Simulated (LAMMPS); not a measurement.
Simulation of a melt of Al (fcc) with 75 % of Al sites Cu, 2048 atoms, cooled from 1750 K to 300 K at 1e+13 K/s, at zero pressure.

Method: classical MD, pair style eam/alloy, file AlCu.eam.alloy, run in LAMMPS.

```
Item                                                                                 Value
---------------------------------------  -------------------------------------------------
state found                                                                          glass
density                                                            6.81 g/cm³ (one sample)
volume per atom                                                       13.3 Å³ (one sample)
enthalpy per atom                                                   -3.501 eV (one sample)
first peak of g(r), Al-Cu                                               2.62 Å, height 4.7
coordination number of Al by Cu                                   11.1 (counted to 3.50 Å)
coordination number of Cu by Al                                   3.71 (counted to 3.50 Å)
first peak of g(r), Cu-Cu                                               2.52 Å, height 4.5
coordination number of Cu by Cu                                    9.0 (counted to 3.38 Å)
first peak of g(r), Al-Al                                               2.70 Å, height 3.2
coordination number of Al by Al                                   2.88 (counted to 3.66 Å)
most common Al-Cu-Cu angle                in the 3° bin centred on 58.5° (mean of all 95°)
most common Cu-Cu-Cu angle                in the 3° bin centred on 58.5° (mean of all 97°)
most common Al-Cu-Al angle               in the 3° bin centred on 58.5° (mean of all 101°)
mean frequency of the velocity spectrum                                            5.0 THz
cost                                                        around 19 core-minutes (rough)
```

Potential: file AlCu.eam.alloy of the LAMMPS distribution; its header cites Cai and Ye, Phys Rev B, 54, 8398-8410 (1996).

| r (Å) | g(r), Al-Cu | g(r), Cu-Cu | g(r), Al-Al |
|---|---|---|---|
| 2.140 | 0.000 | 0.000 | 0.000 |
| 2.180 | 0.001 | 0.006 | 0.000 |
| 2.220 | 0.002 | 0.026 | 0.000 |
| 2.260 | 0.002 | 0.147 | 0.000 |
| 2.300 | 0.031 | 0.504 | 0.000 |
| 2.340 | 0.163 | 1.16 | 0.009 |
| 2.380 | 0.482 | 2.23 | 0.043 |
| 2.420 | 1.11 | 3.26 | 0.108 |
| 2.460 | 2.02 | 4.17 | 0.340 |
| 2.500 | 3.09 | 4.54 | 0.748 |
| 2.540 | 3.92 | 4.49 | 1.39 |
| 2.580 | 4.58 | 4.19 | 2.29 |
| 2.620 | 4.74 | 3.69 | 2.80 |
| 2.660 | 4.59 | 3.05 | 3.00 |
| 2.700 | 4.09 | 2.46 | 3.25 |
| 2.740 | 3.65 | 2.06 | 3.03 |
| 2.780 | 3.01 | 1.62 | 2.79 |
| 2.820 | 2.55 | 1.29 | 2.59 |
| 2.860 | 2.12 | 0.996 | 2.04 |
| 2.900 | 1.80 | 0.862 | 1.77 |
| 2.940 | 1.42 | 0.703 | 1.53 |
| 2.980 | 1.17 | 0.584 | 1.26 |
| 3.020 | 1.01 | 0.475 | 0.999 |
| 3.060 | 0.851 | 0.459 | 0.865 |
| 3.100 | 0.731 | 0.406 | 0.800 |
| 3.140 | 0.637 | 0.345 | 0.671 |
| 3.180 | 0.570 | 0.333 | 0.539 |
| 3.220 | 0.528 | 0.313 | 0.472 |
| 3.260 | 0.466 | 0.309 | 0.408 |
| 3.300 | 0.426 | 0.283 | 0.425 |
| 3.340 | 0.397 | 0.292 | 0.376 |
| 3.380 | 0.373 | 0.287 | 0.397 |
| 3.420 | 0.371 | 0.303 | 0.321 |
| 3.460 | 0.364 | 0.303 | 0.334 |
| 3.500 | 0.359 | 0.310 | 0.307 |
| 3.540 | 0.364 | 0.329 | 0.308 |
| 3.580 | 0.363 | 0.350 | 0.350 |
| 3.620 | 0.372 | 0.351 | 0.322 |
| 3.660 | 0.395 | 0.403 | 0.271 |
| 3.700 | 0.406 | 0.403 | 0.312 |
| 3.740 | 0.438 | 0.445 | 0.291 |
| 3.780 | 0.447 | 0.478 | 0.300 |
| 3.820 | 0.459 | 0.517 | 0.354 |
| 3.860 | 0.496 | 0.566 | 0.338 |
| 3.900 | 0.520 | 0.616 | 0.384 |
| 3.940 | 0.569 | 0.665 | 0.373 |
| 3.980 | 0.605 | 0.756 | 0.410 |
| 4.020 | 0.653 | 0.813 | 0.426 |
| 4.060 | 0.724 | 0.923 | 0.528 |
| 4.100 | 0.775 | 1.00 | 0.570 |
| 4.140 | 0.876 | 1.09 | 0.581 |
| 4.180 | 0.965 | 1.19 | 0.680 |
| 4.220 | 1.04 | 1.26 | 0.721 |
| 4.260 | 1.17 | 1.33 | 0.855 |
| 4.300 | 1.25 | 1.40 | 0.932 |
| 4.340 | 1.33 | 1.43 | 1.06 |
| 4.380 | 1.37 | 1.45 | 1.07 |
| 4.420 | 1.44 | 1.47 | 1.26 |
| 4.460 | 1.48 | 1.45 | 1.30 |
| 4.500 | 1.48 | 1.43 | 1.47 |
| 4.540 | 1.46 | 1.41 | 1.44 |
| 4.580 | 1.45 | 1.36 | 1.57 |
| 4.620 | 1.43 | 1.34 | 1.54 |
| 4.660 | 1.40 | 1.29 | 1.64 |
| 4.700 | 1.31 | 1.28 | 1.64 |
| 4.740 | 1.31 | 1.26 | 1.53 |
| 4.780 | 1.27 | 1.27 | 1.52 |
| 4.820 | 1.26 | 1.30 | 1.48 |
| 4.860 | 1.23 | 1.30 | 1.41 |
| 4.900 | 1.24 | 1.29 | 1.43 |
| 4.940 | 1.25 | 1.32 | 1.38 |
| 4.980 | 1.25 | 1.31 | 1.37 |
| 5.020 | 1.26 | 1.30 | 1.36 |
| 5.060 | 1.26 | 1.30 | 1.33 |
| 5.100 | 1.25 | 1.27 | 1.36 |
| 5.140 | 1.24 | 1.21 | 1.33 |
| 5.180 | 1.19 | 1.16 | 1.34 |
| 5.220 | 1.16 | 1.07 | 1.39 |
| 5.260 | 1.13 | 1.02 | 1.31 |
| 5.300 | 1.05 | 0.949 | 1.25 |
| 5.340 | 1.01 | 0.897 | 1.18 |
| 5.380 | 0.955 | 0.828 | 1.13 |
| 5.420 | 0.855 | 0.792 | 1.12 |
| 5.460 | 0.838 | 0.734 | 1.03 |
| 5.500 | 0.757 | 0.697 | 0.968 |
| 5.540 | 0.727 | 0.666 | 0.975 |
| 5.580 | 0.692 | 0.638 | 0.851 |
| 5.620 | 0.666 | 0.622 | 0.793 |
| 5.660 | 0.625 | 0.604 | 0.789 |
| 5.700 | 0.604 | 0.602 | 0.743 |
| 5.740 | 0.600 | 0.611 | 0.742 |
| 5.780 | 0.600 | 0.606 | 0.678 |
| 5.820 | 0.595 | 0.625 | 0.670 |
| 5.860 | 0.589 | 0.637 | 0.640 |
| 5.900 | 0.605 | 0.675 | 0.640 |
| 5.940 | 0.622 | 0.696 | 0.626 |
| 5.980 | 0.659 | 0.733 | 0.638 |
| 6.020 | 0.668 | 0.754 | 0.658 |
| 6.060 | 0.700 | 0.814 | 0.686 |
| 6.100 | 0.729 | 0.859 | 0.697 |
| 6.140 | 0.776 | 0.899 | 0.709 |
| 6.180 | 0.800 | 0.946 | 0.724 |
